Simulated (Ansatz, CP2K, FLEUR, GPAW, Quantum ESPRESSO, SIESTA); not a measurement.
**One structure in several programs: Te2Au (C2/m, 3 atoms in the cell)**

Self-consistent single point, at a second geometry (lattice scaled by 0.98). First geometry:

```
CELL_PARAMETERS angstrom
      3.62209    -2.10455     0.00000
      3.62209     2.10455     0.00000
     -0.01077     0.00000     5.19449
ATOMIC_POSITIONS crystal
  Te 0.31867 0.31867 0.28912
  Te 0.68133 0.68133 0.71088
  Au 0.00000 0.00000 0.00000
```

Shared settings, as Ansatz (a program for electronic structure) writes them: kpoints.mp_grid.grid = 7 7 5; scf.occupations.method = gaussian; scf.occupations.width = 0.1 eV. Potentials and cutoffs stand in the table.

```csv
code,model,ΔF from the first geometry (meV/atom),pressure (GPa),largest force (eV/Å),cutoff
SIESTA,"GGA PBEsol, numerical atomic orbitals DZP, PseudoDojo PBEsol standard norm-conserving potentials (rewritten from UPF to PSML)",2.1,3.20,0.444,grid 300 Ry
CP2K,"PBEsol, GPW, DZVP-MOLOPT-SR-GTH basis, GTH-PBE potentials (GTH_POTENTIALS)",36.8,6.96,0.598,grid 500 Ry
GPAW,"PBEsol, GPAW PAW datasets PBEsol (made by gpaw-setup)",-4.0,2.25,0.299,600 eV
FLEUR,"PBEsol, all-electron FLAPW (FLEUR), scalar-relativistic valence",–,–,0.279,Kmax 4.3 1/bohr
Quantum ESPRESSO,"PBEsol, GBRV 1.5 ultrasoft (PBESOL) pseudopotentials",0.8,2.86,0.375,40 Ry
Ansatz,"PBEsol, PAW files made with PBE",-2.2,2.43,0.268,default
```

A dash marks a value that a program does not give, or that is left out as unsure.

On Ansatz's run: spin-orbit coupling is off.

The spread over the programs that give each value: ΔF from the first geometry within 40.8 meV/atom; pressure within 4.71 GPa; largest force within 0.330 eV/Å.

SIESTA and CP2K use small atom-centred bases, whose incompleteness enters pressures, forces and empty levels differently from a plane-wave cutoff. FLEUR treats all electrons, but the usual bases taken here (sphere radii, linearisation, local orbitals, empty states) were not tested for convergence, so the values are no reference for the others. Ansatz's pressure is given at a fixed set of plane waves, as the other plane-wave codes print theirs; with its correction for the finite basis it is 2.47 GPa. In the pressure, CP2K (by 4.53) lies more than 1 GPa from the median of the plane-wave programs. In the force vectors, SIESTA (by 0.195) and CP2K (by 0.305) lie more than 0.08 eV/Å from the median of the plane-wave programs.

The starting cell comes from a database of computed structures (which also holds hypothetical and non-ambient phases and stackings), without a prior relaxation at this level. For this run, on top of that: lattice scaled by 0.98.

Left out of this page: Elk (not drawn, or without a comparable value).

Keys are those of Ansatz 0.2.
